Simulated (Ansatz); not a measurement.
Consider SnSe in the GeS type structure (space group Pnma, No. 62; a = 11.5344 Å, b = 4.1208 Å, c = 4.5784 Å; layered, stacked along the Cartesian x axis). Axes: x, y, z lie along a, b, c of the conventional cell.

The values are results of plane-wave PAW DFT at the r2SCAN+rVV10 level (Ansatz, a quantum-chemistry and plane-wave program, 500 eV), scalar-relativistic without spin-orbit coupling, earlier PAW set, not measurements.

The change: uniaxial strain ε_xx = +5.99 %, all other strain components held at zero; the atoms relax in the strained cell.

### Question
Predict the stress tensor and what it implies for the stiffness.

### Answer
Stress of the strained cell less that of the base (GPa, compression positive):
```
  -2.15    0.00    0.00
   0.00   -0.37    0.00
   0.00    0.00   -0.55
```

Then −Δσ_ii/ε with ε = 0.0599 gives secant stiffness values (nonlinear terms included at this strain): C11 ≈ 36 GPa, C12 ≈ 6.1 GPa and C13 ≈ 9.2 GPa.

As a check, the harmonic strain energy −½ V₀ Δσ:ε is 11 meV/atom; the computed energy rise is 13 meV/atom.

No phonon test of stability was made.
